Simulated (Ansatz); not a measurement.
The parent structure is Y in the hcp (Mg type) structure (space group P6_3/mmc, No. 194; a = 3.599 Å, c = 5.587 Å).

Structures relaxed with PBEsol/PAW in Ansatz (a quantum-chemistry and plane-wave program), scalar-relativistic without spin-orbit coupling.

Base:

Simulated powder pattern, Co Kα, λ = 1.79026 Å (kinematic, ideal powder, no thermal factors, no anomalous dispersion; the 14 strongest lines at most, above 2 %, up to 2θ = 90°):

```csv
2θ (°),I/Imax (%),hkl
33.38,24,(100)
37.38,24,(002)
38.40,100,(101)
50.97,15,(102)
59.65,19,(110)
68.10,19,(103)
70.10,2.9,(200)
72.55,21,(112)
73.20,16,(201)
79.71,2.8,(004)
82.24,3.9,(202)
89.22,3.3,(104)
```

The change: full substitution Y → Tl; the structure is relaxed again.

### Question
Predict the new powder pattern.

### Answer

Simulated powder pattern, Co Kα, λ = 1.79026 Å (kinematic, ideal powder, no thermal factors, no anomalous dispersion; the 14 strongest lines at most, above 2 %, up to 2θ = 90°):

| 2θ (°) | I/Imax (%) | hkl |
|---|---|---|
| 34.78 | 24 | (100) |
| 37.82 | 25 | (002) |
| 39.75 | 100 | (101) |
| 52.32 | 16 | (102) |
| 62.36 | 19 | (110) |
| 69.59 | 21 | (103) |
| 73.43 | 3.0 | (200) |
| 75.29 | 23 | (112) |
| 76.54 | 16 | (201) |
| 80.81 | 3.2 | (004) |
| 85.69 | 4.3 | (202) |

The indices refer to each structure's own conventional cell; one index is shown for lines that coincide.

Stability against distortions was not tested. All final runs are without spin polarisation.
